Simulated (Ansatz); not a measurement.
System: β-phase InSe (model structure). Method: PBE (PAW; Ansatz, a program for electronic structure).

Run with plane-wave cutoff 500 eV, 12×12×2 k mesh (along the axes of the cell as run), gaussian smearing 0.02 eV, scalar-relativistic PAW data made under PBE.

Cell (relaxed at this level):

```xyz
8
Lattice="2.0437 -3.5397 0.0000 2.0437 3.5397 0.0000 0.0000 0.0000 18.5191" Properties=species:S:1:pos:R:3 pbc="T T T"
In     2.0437     1.1799     3.2170
In     2.0437    -1.1799    12.4765
In     2.0437    -1.1799    15.3022
In     2.0437     1.1799     6.0426
Se     2.0437     1.1799    11.2039
Se     2.0437    -1.1799     1.9444
Se     2.0437    -1.1799     7.3152
Se     2.0437     1.1799    16.5748
```

Predict the band gap.


band gap: 0.74 eV (on the SCF k mesh)

Note: the relaxation could raise the start's symmetry but not lower it, so the cell can be a saddle point; the cell has widely spaced layers and the level no dispersion term, so their spacing and the moduli can rest on weak binding.

Spin–orbit coupling is not included.

Static lattice: no zero-point or thermal effects.

Cost on a shared machine: about 9 core-minutes (a rough figure).

A model structure was made by putting elements into a prototype or built by hand; it is no filed structure, need not be a known phase, and can be a saddle point held by its symmetry.
